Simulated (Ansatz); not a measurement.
Take SiO2 in the rutile structure (space group P4_2/mnm, No. 136; a = 4.236 Å, c = 2.690 Å) as the base. Axes: x, y, z lie along a, b, c of the conventional cell.

Computed with PBE, PAW, 420 eV (Ansatz, an electronic-structure program; no spin-orbit coupling).

Now apply this change: every lattice vector is shortened by 2.40 %, atoms relaxed at fixed cell.

Q: Predict the stress tensor and what it implies for the stiffness.

A: Stress of the strained cell less that of the base (GPa, compression positive):
```
  21.34    0.00    0.00
   0.00   21.34    0.00
   0.00    0.00   28.65
```

Then B = −ΔP/(ΔV/V₀) with ΔV/V₀ = -0.0703 gives secant stiffness values (nonlinear terms included at this strain): B (at held cell shape, above the free-shape value) ≈ 338 GPa.

As a check, the harmonic strain energy −½ V₀ Δσ:ε is 43 meV/atom; the computed energy rise is 39 meV/atom.

No phonon test of stability was made.
